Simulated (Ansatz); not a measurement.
# Mg3Sb2: pressure series

The parent structure is Mg$_{3}$Sb$_{2}$ (space group P-3m1, No. 164; a = 4.567 Å, c = 7.247 Å).

Cell and atoms are relaxed at each pressure.

Computed with r2SCAN, PAW, 500 eV (Ansatz, a program for electronic structure; no SOC).

Task: Only one of these has no band gap. Which?
(A) pressure −2 GPa
(B) pressure 18 GPa
(C) pressure 45 GPa

Result: C, pressure 45 GPa. Computed: pressure −2 GPa: 0.62 eV; pressure 45 GPa: zero; pressure 18 GPa: 0.09 eV

With Sb present, leaving out spin-orbit coupling can change the band edges. Load acts through the strain it causes; cell and atoms are relaxed under it. Whether these cells are dynamically stable was not tested. Competing high-pressure phases were not computed. All final runs are without spin polarisation. A zero or small gap of Mg3Sb2 under pressure 45 GPa and Mg3Sb2 under pressure 18 GPa can be the functional's error rather than a property of the material.
